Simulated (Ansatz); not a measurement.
InP (model structure, within 0.1 Å of P6₂22, No. 180, 6 atoms in the cell) was calculated with r²SCAN+SOC (Ansatz, an electronic-structure program, plane waves, PAW).

Numerical settings: plane-wave cutoff 560 eV, 18×18×6 k mesh (along the axes of the cell as run), Fermi–Dirac smearing 0.05 eV, PAW data made under PBE.

Cell (relaxed with PBEsol):

```xyz
6
Lattice="4.1207 0.0000 0.0000 -2.0603 3.5686 0.0000 0.0000 0.0000 9.2500" Properties=species:S:1:pos:R:3 pbc="T T T"
In     2.0595     0.0000     6.1667
In    -1.0297     1.7836     3.0833
In     1.0306     1.7850     0.0000
P      2.0597     0.0000     1.5417
P     -1.0299     1.7838     7.7084
P      1.0305     1.7848     4.6250
```

### Question
What does this level give for the band gap?

### Answer

- band gap: 0.49 eV (on the SCF k mesh)

Note: cell and atoms aren't relaxed at this level (pressure 1.5 GPa).

The computed numbers hold no vibrational or temperature effects.

Computing time: about 20 core-minutes (a rough figure).

A model structure was made by putting elements into a prototype or built by hand; it is no filed structure, need not be a known phase, and can be a saddle point held by its symmetry.
